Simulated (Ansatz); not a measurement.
The structure below was relaxed with DFT with PBE, PAW potentials and a 420 eV plane-wave cutoff in Ansatz (a quantum-chemistry and plane-wave program), scalar-relativistic without spin-orbit coupling, earlier PAW set, at pressure −2 GPa.

Space group P4₂/mnm (No. 136); a = 4.853 Å, b = 4.853 Å, c = 3.244 Å, α = 90.00°, β = 90.00°, γ = 90.00°

```json
[
 {"atom": "Sn", "site": "2a", "symmetry": "m.mm", "x": "0.0000", "y": "0.0000", "z": "0.0000"},
 {"atom": "O", "site": "4f", "symmetry": "m.2m", "x": "0.3069", "y": "0.3069", "z": "0.0000"}
]
```

Question: Write out a cell with all atoms.

Answer: 
```xyz
6
Lattice="4.8530 0.0000 0.0000 0.0000 4.8530 0.0000 0.0000 0.0000 3.2442" Properties=species:S:1:pos:R:3 pbc="T T T"
Sn     0.0000     0.0000     0.0000
Sn     2.4265     2.4265     1.6221
O      1.4893     1.4893     0.0000
O      3.9158     0.9372     1.6221
O      0.9372     3.9158     1.6221
O      3.3636     3.3636     0.0000
```
This is the conventional cell.

Load acts through the strain it causes; cell and atoms are relaxed under it. Whether these cells are dynamically stable was not tested. The cell was made from SnO2 in the rutile structure (space group P4_2/mnm, No. 136) by this change: pressure −2 GPa.
